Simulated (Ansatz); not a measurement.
Base system: BaF₂ (space group P6_3/mmc, No. 194; a = 4.358 Å, c = 5.996 Å; a cell from a computed database, its experimental status unchecked). Axes: x lies along a and z along c of the hexagonal cell.

It is then changed as follows: strain tensor (xx, yy, zz, yz, xz, xy) = (−0.36, −0.23, +0.20, +0.39, +1.24, +0.69) %; the atoms relax in the strained cell.

Levels (all Ansatz, an electronic-structure program, PAW): PBEsol (420 eV, no spin-orbit coupling); PBEsol+SOC (420 eV, spin-orbit coupling included).

The geometry is relaxed with PBEsol.

| Property | Result |
|---|---|
| PBEsol band gap | 6.04 eV |
| PBEsol valence-band top at Γ | 0.00, -0.23, -0.26 eV |
| PBEsol pressure | 0.47 GPa |

With PBEsol+SOC at the same geometry, the band gap is nearly the same (6.04 eV against 6.03 eV); the valence-band top at Γ (three highest Kramers pairs, from the VBM) changes from 0.00, -0.23, -0.26 eV to 0.00, -0.18, -0.34 eV; the pressure stays essentially unchanged (0.47 GPa against 0.46 GPa).

Single points use the geometry relaxed with PBEsol. The spin-orbit shifts are approximate. Whether these cells are dynamically stable was not tested.
